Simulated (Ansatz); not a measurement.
# Zr, pressure series

The parent structure is Zr in the hcp (Mg type) structure (space group P6_3/mmc, No. 194).

```
CELL_PARAMETERS angstrom
      3.23126     0.00000     0.00000
     -1.61563     2.79835     0.00000
      0.00000     0.00000     5.17316
ATOMIC_POSITIONS crystal
  Zr 0.33333 0.66667 0.75000
  Zr 0.66667 0.33333 0.25000
```

Cell and atoms are relaxed at each pressure.

Calculations: DFT with PBE, PAW potentials and a 420 eV plane-wave cutoff in Ansatz (a first-principles code), scalar-relativistic without spin-orbit coupling.

Notes on the quantities. enthalpy: H = E + PV relative to the base's energy.

| change | shortest interatomic distance | density | enthalpy |
|---|---|---|---|
| base | 3.189 Å | 6.48 g/cm³ | – |
| pressure −2 GPa | 3.211 Å | 6.33 g/cm³ | -0.30 eV/atom |
| pressure −1 GPa | 3.200 Å | 6.41 g/cm³ | -0.15 eV/atom |
| pressure 3 GPa | 3.159 Å | 6.68 g/cm³ | +0.43 eV/atom |
| pressure 7 GPa | 3.125 Å | 6.93 g/cm³ | +0.99 eV/atom |
| pressure 15 GPa | 3.069 Å | 7.38 g/cm³ | +2.04 eV/atom |
| pressure 30 GPa | 2.952 Å | 8.14 g/cm³ | +3.87 eV/atom |
| pressure 50 GPa | 2.818 Å | 9.02 g/cm³ | +6.07 eV/atom |
| pressure 75 GPa | 2.706 Å | 9.92 g/cm³ | +8.56 eV/atom |
| pressure 100 GPa | 2.631 Å | 10.70 g/cm³ | +10.86 eV/atom |

Load acts through the strain it causes; cell and atoms are relaxed under it. Whether these cells are dynamically stable was not tested. The final runs are not spin-polarised. Measured, Zr leaves this structure (for the ω phase) near 3 GPa (temperature not stated; as listed in C. Cazorla, D. Alfè, M. J. Gillan, Physical Review B (2008)).
